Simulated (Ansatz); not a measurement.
Consider Pt in the fcc (Cu type) structure (space group Fm-3m, No. 225; a = 3.9181 Å).

Level of theory: Ansatz (a program for electronic structure) PBEsol, no spin-orbit coupling, earlier PAW set.

One change was made to it. Results:

The lattice parameter a falls by 0.0426 Å, from 3.918 Å to 3.876 Å; the band gap remains zero.

**Question.** Which change produced these results?
A. Pt → Ag
B. Pt → Ni
C. Pt → Pd

**Answer.** C, Pt → Pd. For comparison, the lattice parameter a in the other runs: Pt → Ni gives 3.463 Å; Pt → Ag gives 4.055 Å.

The magnetic state is the one reached from the starting moments; the real material's order can differ, and small cells can't hold many antiferromagnetic ones. Stability against distortions was not tested. Spin-polarised in the final run: Ni; the other runs are not.
